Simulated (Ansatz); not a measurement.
Take SnO2 in the rutile structure (space group P4_2/mnm, No. 136; a = 4.769 Å, c = 3.212 Å) as the base.

Level of theory: PBEsol (Ansatz, a first-principles code, PAW, without spin-orbit coupling).

Before the change:

| Property | Value |
|---|---|
| Hole mass | 1.7 mₑ along c, 1.3 mₑ across (at Γ) |
| Band gap | 0.92 eV |

Modification: hydrostatic tension (pressure −1 GPa).

Question: What does the calculation give for the hole mass after the change?

Answer: The hole mass changes from 1.7 mₑ along c, 1.3 mₑ across (at Γ) to 1.8 mₑ along c, 1.3 mₑ across (at Γ).

Question: What happens to the band gap?

Answer: The band gap drops by 0.054 eV (0.92 eV → 0.86 eV).

Load acts through the strain it causes; cell and atoms are relaxed under it. Masses are band curvatures over ±0.01 Å⁻¹ around the edge. Whether these cells are dynamically stable was not tested.
